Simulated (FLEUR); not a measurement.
**Energy against c/a at fixed volume: hcp Zr (space group 194) (FLEUR, LDA)**

```
Zr
1.0
    3.20722     0.00000     0.00000
   -1.60361     2.77753     0.00000
    0.00000     0.00000     4.90913
Zr
2
Direct
  0.66667   0.33333   0.75000
  0.33333   0.66667   0.25000
```

Method: LDA (Vosko-Wilk-Nusair), all-electron FLAPW (FLEUR), scalar-relativistic valence in FLEUR. Settings: Kmax = 4.33 1/bohr; GmaxXC = 15.2 1/bohr; xcFunctional = vwn; jspins = 1; l_soc = F; mode = hist; fermiSmearingEnergy = 0.00183747 Htr; mesh (inpgen div1-3) = 24 24 14; inpgen gamma flag = true; Gmax = 15.2 1/bohr; numbands = 0; maxIterBroyd = 15; imix = Anderson; alpha = 0.05; precondParam = 0; minDistance = 1e-05 me/bohr^3. The cell above is the first row's. The rows change c/a at fixed volume. In all rows fractional positions and the k mesh are held. E is the free energy at the stated smearing, counted from the lowest row.

| c/a | E (meV/atom) |
|---|---|
| 1.5307 | ? |
| 1.5466 | 7.85 |
| 1.5625 | 4.53 |
| 1.5785 | 2.15 |
| 1.5944 | 0.66 |
| 1.6104 | 0.00 |
| 1.6263 | 0.12 |
| 1.6423 | 0.94 |
| 1.6582 | 2.41 |

Task: Using a cubic, estimate the missing E at c/a = 1.5307 from the other rows, showing the fit.

Result: With u = c/a - 1.60, the rows have u = -0.05340, -0.03750, -0.02150, -0.00560, 0.01040, 0.02630, 0.04230, 0.05820. Least squares gives E = 0.340 - 48.65·u + 1590.8·u² - 2468·u³. Residuals (row less fit): 0.000, -0.002, 0.004, -0.003, -0.003, 0.004, -0.002, 0.000; standard error 0.004 (degrees of freedom: 4). The fitted curve has its minimum at c/a = 1.62, where E = -0.04. To one more digit the minimum is at c/a = 1.616; the ideal close-packed ratio is 1.633. At the withheld row, u = -0.06930, so E = 0.340 - 48.65 × (-0.06930) + 1590.8 × (-0.06930)² - 2468 × (-0.06930)³ = 12.173 meV/atom. The calculation gives 12.14 meV/atom, 0.033 meV/atom below the prediction (0.3 % of the range of E in the table). The row lies outside the fitted rows, so this is an extrapolation. From the scatter of the fitted rows alone, a prediction at this place has a standard error of 0.010 meV/atom, so the miss is 3.3 times that.

Carrying the step between the two nearest rows on in a straight line would have given 11.17, off by 0.97; series whose last step already gives the withheld value aren't shown. The reference cell has the volume at which an earlier scan in this program and functional put its minimum by a fit (its basis settings may differ); axis ratios and inner coordinates come from a measured-size cell. The runs keep the symmetry of the cell, so they don't test it for distortions. The best c/a moves a little with volume. Values depend on the basis (sphere radii, cutoffs, local orbitals), which need not be converged. In metals such curves are sensitive to mesh and smearing. Cutoffs and mesh are single choices, not tested for convergence of this quantity. Series with a scatter that would blur these digits, or in which a gap closes, are not shown. Strain series were run only where this level's volume lies within 10 % of a first guess from the measured size.

Terms beyond the fitted order, or numerical noise in single rows, can give a miss of this size; the table doesn't tell which.
